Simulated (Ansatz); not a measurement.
## AlRu under a change: isotropic strain +3.00 %

Start from AlRu in the CsCl type structure (space group Pm-3m, No. 221; a = 2.955 Å; relaxed with 0.1 eV smearing).

It is then changed as follows: every lattice vector is stretched by 3.00 %, atoms relaxed at fixed cell.

Level of theory: LDA, PAW, 420 eV (Ansatz, a program for electronic structure; without spin-orbit coupling). Γ-centred 19×19×19 mesh, Fermi–Dirac width 0.1 eV.

```tsv
quantity	base	changed	shift
volume per atom	12.90 Å³	14.09 Å³	+1.196 Å³
shortest interatomic distance	255.9 pm	263.5 pm	+7.68 pm
energy relative to the base (free energy F)	0 meV/atom	+68 meV/atom	+68 meV/atom
pressure	0.0 GPa	-16.8 GPa	-16.8 GPa
band gap	zero	zero	–
```

Final structure:

```
AlRu
1.0
    3.04315     0.00000     0.00000
    0.00000     3.04315     0.00000
    0.00000     0.00000     3.04315
Al Ru
1 1
Cartesian
  1.52158   1.52158   1.52158
  0.00000   0.00000   0.00000
```

Whether these cells are dynamically stable was not tested. The final runs are not spin-polarised.
